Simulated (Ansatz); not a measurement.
Bond-angle distributions (per cent of the angles at each element, bins of 10°) of a relaxed model of amorphous Se$_{84}$ at 4.54 g/cm³. All values below come from PBE-D3(BJ), scalar-relativistic without spin-orbit coupling, PAW (Ansatz default set, large-core Se) (plane waves to 420 eV; Ansatz, a first-principles code).

It comes from a melt-quench run on a machine-learned potential (CHGNet), relaxed afterwards by DFT. The hot cell started wider than the set density and was brought back towards it in steps. It is the lowest in DFT energy of 4 quenches. It is a model cell: composition and starting density were chosen by hand, and all elements were melted together. The geometry includes D3(BJ) dispersion. Its density started from a set value of 4.16 and ended at 4.54 g/cm³. Cooling (nominally 37 K/ps over its main leg) ran many orders faster than in experiment, which tends to leave more defects and strain. Values belong to this one cell and scatter from quench to quench. The volume was free in the relaxation, at fixed shape.

Cut-offs for bonds: Se-Se 2.70 Å.

```tsv
angle (°)	at Se
50-60	0
60-70	0
70-80	0
80-90	1
90-100	23
100-110	69
110-120	7
120-130	0
130-140	0
140-150	0
150-160	0
160-170	0
170-180	0
```

They go with these counts of neighbours within the cut-offs, cation contacts included: Se mean 2.0, most often 2.
